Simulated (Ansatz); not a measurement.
## Stackings of ZrO2-1T on ZrO2-1T

Shifts are of the upper layer in fractions of its own cell; each row is held in its registry by symmetry or ends near it. The vacuum step is the top level less the bottom one. Sheets.

Values marked by level come from PBE+D3(BJ) (plane waves to 420 eV, PAW; Ansatz, an electronic-structure program); r2SCAN (plane waves to 500 eV, PAW; Ansatz). Geometries and values that name no level are of the first. Spin–orbit coupling is left out; PBE gaps are too small against experiment. A dipole correction is on.

```tsv
registry and contact	space group	spacing (Å)	energy over the lowest (meV/Å²)	vacuum step (eV)	PBE gap (eV)
antiparallel, no shift; facing O atop O	P-6m2	3.18	17.1	0.00	4.26
antiparallel, shifted by (1/3,2/3); facing atoms over hollows or bridges	P3m1	[?]	6.7	+0.26	4.21
parallel, no shift; facing atoms over hollows or bridges	P-3m1	2.70	11.5	0.00	4.25
parallel, shifted by (1/3,2/3); facing atoms over hollows or bridges	P-3m1	2.13	0.0	0.00	4.20
parallel, shifted by (2/3,1/3); facing O atop O	P-3m1	3.15	16.6	0.00	4.36
```

Q: Complete the blanks.

A: 
- antiparallel, shifted by (1/3,2/3); facing atoms over hollows or bridges, spacing (Å): 2.47
